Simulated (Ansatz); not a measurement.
**How the equilibrium lattice constant a of C (model structure, Pn-3m, No. 224, 10 atoms in the cell) moves with the method**

No measured value is used here.

```csv
level (code),value (Å)
LDA (Ansatz),4.780
PBE (Ansatz),4.837
PBEsol (Ansatz),…
PBE-D3(BJ) (Ansatz),4.817
r²SCAN (Ansatz),4.809
r²SCAN+rVV10 (Ansatz),…
```

### Question
What belongs in the gaps?

### Answer

- PBEsol (Ansatz, an electronic-structure program), value (Å): 4.814
- r²SCAN+rVV10 (Ansatz), value (Å): 4.803

Cutoffs differ between the levels. Ansatz's density-functional and Hartree–Fock values are scalar-relativistic unless marked +SOC, with PAW data made under PBE.

A model structure was made by putting elements into a prototype or built by hand; it is no filed structure, need not be a known phase, and can be a saddle point held by its symmetry.
